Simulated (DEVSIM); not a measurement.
System: abrupt Si p-n junction, at 300 K.

Layer 1 from the left is Si, thickness (μm) 3.70, Na (cm⁻³) 1.3e18, τn (s) 1.6e-5, τp (s) 1.6e-5. Layer 2 from the left is Si, thickness (μm) 230, Nd (cm⁻³) 8e17, τn (s) 1.6e-5, τp (s) 1.6e-5.

Left contact: ohmic. Right contact: ohmic. Voltage is applied to the left contact. Recombination: SRH at mid-gap, radiative, Auger. Mobility is μmin + (μ − μmin)/(1 + (N/Nref)^α).

The device is made up for the run: typed textbook-type constants, with dimensions and the other settings drawn at random. Values at 300 K.

Si: gap (eV) 1.124, affinity (eV) 4.05, permittivity 11.7, Nc (cm⁻³) 2.86e19, Nv (cm⁻³) 3.1e19, μn (cm²/Vs) 1417, μp (cm²/Vs) 470, μn,min 52, μp,min 45, Nref,n 9.7e16, Nref,p 2.2e17, αn 0.68, αp 0.72, B (cm³/s) 4.7e-15, Cn (cm⁶/s) 2.8e-31, Cp (cm⁶/s) 9.9e-32.

Simulated with DEVSIM: 1D drift-diffusion, Boltzmann statistics, complete ionisation; no tunnelling, impact ionisation, image-force lowering or self-heating.

Dark forward current:

```csv
|V| (V),|J| (A/cm²)
0.25,6.364e-9
0.30,3.581e-8
0.35,2.251e-7
0.40,1.494e-6
0.45,1.016e-5
0.50,6.983e-5
0.55,0.0004816
0.60,0.003327
0.65,0.02299
0.70,0.1585
0.75,1.074
0.80,6.592
0.85,28.45
0.90,74.21
0.95,137.4
1.00,211.6
1.05,293.6
1.10,382.0
1.15,476.1
1.20,575.5
1.25,679.7
1.30,788.6
1.35,901.9
1.40,1019
1.45,1141
1.50,1266
```

### Question
Work out the local ideality factor n = ΔV / (kT/q · ln(J2/J1)) between the rows 0.25 and 0.30 V, 0.60 and 0.65 V, 1.45 and 1.50 V.

### Answer
kT/q = 25.85 mV. From 0.25 to 0.30 V: ln(3.581e-8/6.364e-9) = 1.728, n = 1.12. From 0.60 to 0.65 V: ln(0.02299/0.003327) = 1.933, n = 1.00, near the 1 of diffusion or emission over a barrier. From 1.45 to 1.50 V: ln(1266/1141) = 0.104, n = 18.61.

### Question
Estimate the current at 0.50 V from the Shockley equation with J0 = Σ q ni² D/(N L) coth(W/L), τ joining the SRH, radiative and Auger lifetimes that are on, and W taken as the whole layer.

### Answer
ni² = 1.16e20 cm⁻⁶; electrons in the p layer: μ = 252 cm²/Vs, D = 6.50 cm²/s, τ = 4.24e-6 s, L = 52.5 μm, W/L = 0.070, term 2.51e-13 A/cm²; holes in the n layer: μ = 165 cm²/Vs, D = 4.27 cm²/s, τ = 4.07e-6 s, L = 41.7 μm, W/L = 5.5, term 2.38e-14 A/cm². J0 = 2.75e-13 A/cm², and J = J0 exp(qV/kT) = 6.91e-5 A/cm². The simulation gives 6.98e-5 A/cm², the same within the digits that matter. The estimate leaves out recombination in the depletion region and that region's share of W.
